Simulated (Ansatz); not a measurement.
# What uniaxial strain ε_zz = −0.50 % does to PbSe

The reference is PbSe in the rock salt structure (space group Fm-3m, No. 225; a = 6.1780 Å). Axes: x, y, z lie along the cube axes.

Now apply this change: uniaxial strain ε_zz = −0.50 %, all other strain components held at zero, atoms relaxed at fixed cell.

Computed with r2SCAN (Ansatz, a quantum-chemistry and plane-wave program), no spin-orbit coupling. Γ-centred 9×9×9 mesh, Fermi–Dirac width 0.05 eV.

```json
[
 {"quantity": "volume per atom", "base": "29.48 Å³", "changed": "29.33 Å³", "shift": "-0.15 Å³"},
 {"quantity": "space group", "base": "Fm-3m (No. 225)", "changed": "I4/mmm (No. 139)", "shift": "–"},
 {"quantity": "shortest interatomic distance", "base": "3.089 Å", "changed": "3.074 Å", "shift": "-0.015 Å"},
 {"quantity": "energy relative to the base (free energy F)", "base": "0 meV/atom", "changed": "+0.3 meV/atom", "shift": "+0.3 meV/atom"},
 {"quantity": "pressure (mean of the normal stresses, compression positive)", "base": "-0.1 kbar", "changed": "2.6 kbar", "shift": "+2.64 kbar"},
 {"quantity": "band gap", "base": "0.67 eV", "changed": "0.65 eV", "shift": "-0.02 eV"},
 {"quantity": "gap character", "base": "–", "changed": "direct at N", "shift": "–"},
 {"quantity": "electron mass", "base": "0.19 mₑ along k, 0.14 mₑ across (at L)", "changed": "0.19 mₑ along k, 0.14 mₑ across (at L)", "shift": "–"},
 {"quantity": "hole mass", "base": "0.24 mₑ along k, 0.11 mₑ across (at L)", "changed": "0.24 mₑ along k, 0.11 mₑ across (at L)", "shift": "–"},
 {"quantity": "valley order (the lowest conduction-band minima on the path, energy above the VBM, named in the base's zone)", "base": "L along ⟨111⟩ 0.67 eV; a point along ⟨110⟩, about 0.6 Å⁻¹ from Γ 1.46 eV", "changed": "L along [1-11] 0.65 eV; a point along [1-10], about 0.6 Å⁻¹ from Γ 1.45 eV", "shift": "–"},
 {"quantity": "stress (xx, yy, zz, yz, xz, xy; compression positive)", "base": "–", "changed": "(0.06, 0.06, 0.65, 0.00, 0.00, 0.00) GPa", "shift": "–"}
]
```

Cost of the whole job for the changed cell (relaxation, final SCF and bands): about 60 core-seconds (a rough figure).

With Pb present, leaving out spin-orbit coupling can change the band edges. Effective masses come from finite differences of ±0.01 Å⁻¹. Along k means along the line from Γ to the band edge. Whether these cells are dynamically stable was not tested. Labels are those of the standard path for the cell's own space group.
